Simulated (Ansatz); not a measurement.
We consider RuC (R-3m, No. 166, 4 atoms in the cell; start mp-999259), described by PBEsol in Ansatz (plane waves, PAW).

Settings: plane-wave cutoff 520 eV, 22×22×22 k mesh, Fermi–Dirac smearing 0.05 eV, no spin polarisation, scalar-relativistic PAW data made under PBE.

Cell (relaxed at this level):

RuC has the trigonal space group R-3m, hexagonal axes (No. 166), Pearson symbol hR4. Lattice parameters: a = 2.743 Å, b = 2.743 Å, c = 18.719 Å, α = 90.00°, β = 90.00°, γ = 120.00°. Ru on 6c has 3 C at 2.026 Å and 9 Ru at 2.743–2.806 Å. C on 6c has 1 C at 1.397 Å and 3 Ru at 2.026 Å. (Neighbours: up to the widest gap in distance over summed covalent radii, below 1.35, at either atom; cation-cation and far metal-metal contacts left out.)
(The calculation used a cell of 4 atoms; values per cell refer to that cell.)

Problem. Give the computed bulk modulus B0.

Solution. 
* **bulk modulus B0**: 318 GPa

Note: the run has no spin polarisation, so it can have missed a magnetic state; the bulk modulus is −V dP/dV from two relaxed cells at ±2 % in volume; the relaxation could not lower the start's symmetry, so the cell can be a saddle point above a distorted one.

A start named mp-… is a Materials Project structure, which need not be a measured phase.

Ansatz is a quantum-chemistry and plane-wave program.
